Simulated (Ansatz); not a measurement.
Start from CdSe in the zinc blende structure (space group F-43m, No. 216; a = 6.007 Å).

Level of theory: plane-wave PAW DFT at the LDA level (Ansatz, an electronic-structure program, 420 eV), without spin-orbit coupling.

One change was made to it. Results:

The band gap rises by 0.029 eV, from 0.41 eV to 0.43 eV; the shortest interatomic distance shrinks by 0.013 Å to 2.588 Å.

Question: Name the change that was made.
A. pressure 2.1 GPa
B. pressure 22.5 GPa
C. pressure −2 GPa
D. pressure 0.9 GPa

Answer: D, pressure 0.9 GPa. For comparison, the shortest interatomic distance in the other runs: pressure −2 GPa gives 2.634 Å; pressure 22.5 GPa gives 2.411 Å; pressure 2.1 GPa gives 2.573 Å.

Load acts through the strain it causes; cell and atoms are relaxed under it. Stability against distortions was not tested. Tetrahedral semiconductors of this kind turn to denser phases somewhere between about 1 and 50 GPa; those were not computed, so compressed cells here can lie past the real transition.
